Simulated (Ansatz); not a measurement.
Consider CdS in the zinc blende structure (space group F-43m, No. 216; a = 5.9267 Å).

Computed with Kohn–Sham DFT with the PBE functional, run in Ansatz (a first-principles code) with PAW and 420 eV plane waves, scalar-relativistic without spin-orbit coupling.

For the base:

The hole mass is 0.13, 0.82, 0.82 mₑ (at Γ) and the lattice parameter a comes out as 5.927 Å.

Modification: cell and atoms relaxed at a pressure of 2.1 GPa.

Task: Predict the new hole mass.

Result: The hole mass (degenerate bands, along [100]) becomes 0.13, 0.78, 0.78 mₑ (at Γ) (base: 0.13, 0.82, 0.82 mₑ (at Γ)).

Task: Estimate the effect on the lattice parameter a.

Result: The lattice parameter a decreases by 0.071 Å to 5.856 Å.

The levels and masses belong to the bands next to the band gap. Load acts through the strain it causes; cell and atoms are relaxed under it. Masses are band curvatures over ±0.01 Å⁻¹ around the edge. Whether these cells are dynamically stable was not tested. Tetrahedral semiconductors of this kind turn to denser phases somewhere between about 1 and 50 GPa; those were not computed, so compressed cells here can lie past the real transition.
